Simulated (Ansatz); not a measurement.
CsSnI3 under a change: isotropic strain −3.00 %

The reference is CsSnI₃ in the cubic perovskite structure (space group Pm-3m, No. 221; a = 6.2713 Å).

It is then changed as follows: every lattice vector is shortened by 3.00 %; the atoms relax in the strained cell.

Level of theory: Kohn–Sham DFT with the PBE functional, run in Ansatz (a quantum-chemistry and plane-wave program) with PAW and 420 eV plane waves, no SOC. Settings: 6×6×6 k-points, 0.05 eV Fermi–Dirac smearing.

The volume per atom shrinks by 4.31 Å³ to 45.02 Å³ and the shortest interatomic distance decreases by 0.094 Å to 3.042 Å. The energy increases by 25 meV/atom and the pressure rises by 1.8 GPa (0.1 GPa → 1.9 GPa). The band gap changes from 0.45 eV to zero.

Cost of the whole job for the changed cell (relaxation, final SCF and bands): about 50 core-seconds (a rough figure).

With I present, leaving out spin-orbit coupling can change the band edges. Stability against distortions was not tested. All final runs are without spin polarisation. Many cubic perovskites are stable only at high temperature; tilts and polar distortions were not tested. Gaps under 0.05 eV, about the width of the smearing, are given as zero. A zero or small gap of CsSnI3 under isotropic strain −3.00 % can be the functional's error rather than a property of the material.
